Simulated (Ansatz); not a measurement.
## Bulk modulus B0 of Re2B (model structure, started from the Cu2Sb type, P4/nmm, No. 129, 6 atoms in the cell) at several levels of theory

No measured value is used here.

| level (code) | value (GPa) | cell (Å³/atom) |
|---|---|---|
| LDA (Ansatz) | 353 | 11.97 |
| PBE (Ansatz) | 318 | 12.47 |
| PBEsol (Ansatz) | 340 | 12.16 |
| r²SCAN (Ansatz) | 334 | 12.28 |

Density-functional levels without +SOC have no spin–orbit coupling. LDA, PBE, PBEsol, r²SCAN: the run has no spin polarisation, so it can have missed a magnetic state. LDA, PBE, PBEsol, r²SCAN: the bulk modulus is −V dP/dV from two relaxed cells at ±2 % in volume. Each level is taken at its own relaxed cell. Cutoffs differ between the levels. Ansatz's density-functional and Hartree–Fock values are scalar-relativistic unless marked +SOC, with PAW data made under PBE.

A model structure was made by putting elements into a prototype or built by hand; it is no filed structure, need not be a known phase, and can be a saddle point held by its symmetry.

Ansatz is a first-principles code.
